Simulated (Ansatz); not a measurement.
A self-consistent single point of NaCu3 (I4/mmm, 4 atoms in the cell) with Ansatz (a program for electronic structure).

Method of the run: LDA (PW92), default PAW files made with PBE (plane waves; Ansatz).

```
CELL_PARAMETERS angstrom
     -1.90006     1.90006     3.90575
      1.90006    -1.90006     3.90575
      1.90006     1.90006    -3.90575
ATOMIC_POSITIONS crystal
  Na 0.00000 0.00000 0.00000
  Cu 0.75000 0.25000 0.50000
  Cu 0.25000 0.75000 0.50000
  Cu 0.50000 0.50000 0.00000
```

Reference input (self-consistent single point, DFT, LDA (PW92), plane waves, default PAW files made with PBE): basis.ecutwfc = 420 eV; kpoints.mp_grid.grid = 12 12 12; hamiltonian.xc = lda; hamiltonian.pseudopotentials = {kind: paw} (the program's default PAW files); scf.occupations.method = cold; scf.occupations.width = 0.2 eV. This run's input differs from it in these lines:

Ansatz 0.2 input:
```diff
@@ -11,3 +11,3 @@
 basis:
-  ecutwfc: 420.0 eV
+  ecutwfc: 380.0 eV
 kpoints:
```

Log, with long lists cut:

```
SCF iter   1: F=—  HF=-21132.179381 eV  |F-HF|=—  |Δ(HF+E_count)|=         —  Δρ=1.83e-2  dr2=9.03e-2  ethr=1.77e-3  ⟨swp⟩=5.3  Hψ=21544  notcnv=0  defer=17
all-band conjugate gradients solve this SCF's bands
preconditioner: auto → Kerker (q_TF=auto, 2.801 Å⁻¹)
SCF iter   2: F=—  HF=-21132.154181 eV  |F-HF|=—  |Δ(HF+E_count)|=   2.52e-2  S|Δr|=    0.00e0  Δρ=2.30e-3  dr2=1.87e-3  ethr=1.37e-4  ⟨swp⟩=2.0  Hψ=10809  notcnv=0  defer=18
   [... lines left out ...]
SCF iter   7: F=—  HF=-21132.153150 eV  |F-HF|=—  |Δ(HF+E_count)|=   4.67e-6  S|Δr|=    0.00e0  Δρ=3.13e-5  dr2=1.19e-6  ethr=2.17e-8  ⟨swp⟩=2.0  Hψ=8908  notcnv=0  defer=18
SCF iter   8: F=—  HF=-21132.153150 eV  |F-HF|=—  |Δ(HF+E_count)|=   8.82e-8  S|Δr|=    0.00e0  Δρ=1.24e-5  dr2=1.44e-7  ethr=1.80e-9  ⟨swp⟩=2.0  Hψ=8647  notcnv=0  defer=18
SCF iter   9: F=-21132.153150 eV  HF=-21132.153150 eV  |F-HF|=5.99e-9  |Δ(HF+E_count)|=   3.11e-8  S|Δr|=    0.00e0  Δρ=3.44e-6  dr2=1.15e-8  ethr=1.52e-10  ⟨swp⟩=7.7  Hψ=24611  notcnv=0
SCF 1 converged in 9 iterations: F = -21132.153150 eV  dr2 = 1.15e-8
Stability not checked (fill_not_monotonic)
Free energy (F): -21132.153150 eV
Internal energy: -21132.152109 eV  (E = F + TS)
E sigma→0 (E₀):  -21132.152803 eV
Entropy (-TS):   -0.001041 eV (-0.260 meV/atom)
Fermi energy:    11.460104 eV
--- Forces (eV/Å), atoms counted from 1 ---
  atom   1  Na     0.00000000     0.00000000     0.00000000
   [... zero for the other atoms too ...]
--- Stress (GPa, compression-positive) ---
       -7.536249       0.000000       0.000000
        0.000000      -7.536249       0.000000
        0.000000       0.000000      -7.879570
  P = ⅓ Tr σ = -7.6507 GPa (-76.507 kbar)
  The stress holds the Pulay correction. Without it, at fixed plane waves, as pw.x and ABINIT print it: P = -7.9979 GPa
```

The run converged in 9 iterations. Against the reference run the free energy goes up by 1.8 meV/atom and the pressure moves little (-7.64 to -7.65 GPa).

The starting cell comes from a database of computed structures (which also holds hypothetical and non-ambient phases and stackings), without a prior relaxation at this level. Spin polarisation is off. Ansatz's pressure includes its estimate of the finite-basis (Pulay) stress. The cutoff lies below the one recommended for these files.
